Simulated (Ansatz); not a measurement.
# A computed series for HgS: response to strain

Consider HgS in the zinc blende structure (space group F-43m, No. 216).

```
HgS
1.0
    0.00000     2.90597     2.90597
    2.90597     0.00000     2.90597
    2.90597     2.90597     0.00000
Hg S
1 1
Cartesian
  0.00000   0.00000   0.00000
  1.45299   1.45299   1.45299
```

Cartesian axes are those of the cell as printed.

Strains are applied to the cell and any free atomic positions relax.

The values are results of LDA (Ansatz, an electronic-structure program; PAW; 420 eV plane waves; no SOC), not measurements.

Notes on the quantities. energy relative to the base: free energy F.

```csv
variant,energy relative to the base,volume per atom
base,0 meV/atom,24.54 Å³
tensor shear ε_xy = +0.86 %,+0.6 meV/atom,24.54 Å³
tensor shear ε_xy = +0.57 %,+0.2 meV/atom,24.54 Å³
tensor shear ε_xy = +0.29 %,+0.1 meV/atom,24.54 Å³
tensor shear ε_xy = +2.00 %,+3.1 meV/atom,24.53 Å³
tensor shear ε_xy = +1.71 %,+2.2 meV/atom,24.53 Å³
tensor shear ε_xy = +1.43 %,+1.6 meV/atom,24.53 Å³
tensor shear ε_xy = +1.14 %,+1.0 meV/atom,24.54 Å³
```

Whether these cells are dynamically stable was not tested. All final runs are without spin polarisation.
